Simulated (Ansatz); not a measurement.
# Effect of holes 2.0×10^22 cm⁻³ on GaN

Base system: GaN in the zinc blende structure (space group F-43m, No. 216; a = 4.498 Å).

It is then changed as follows: 0.455 holes added to each cell, a density of 2.0×10^22 cm⁻³, with a uniform compensating background at fixed cell and a 300 K Fermi–Dirac width.

The values are results of Ansatz (an electronic-structure program) PBEsol, no spin-orbit coupling, earlier PAW set, not measurements. Γ-centred 29×29×29 mesh, Fermi–Dirac width 0.0259 eV.

The gap between the host's bands rises by 0.46 eV (1.70 eV → 2.16 eV) and the gap character stays direct at Γ. The Fermi level relative to the doped band's edge (positive inside the band; to 0.05 eV) comes out as +0.75 eV.

Charged cell with a jellium background: band edges are those of the host's band count, energies are not comparable with the neutral cell, and many-body gap narrowing is missing. No phonon test of stability was made. This is not the structure that GaN has at room temperature and ambient pressure.
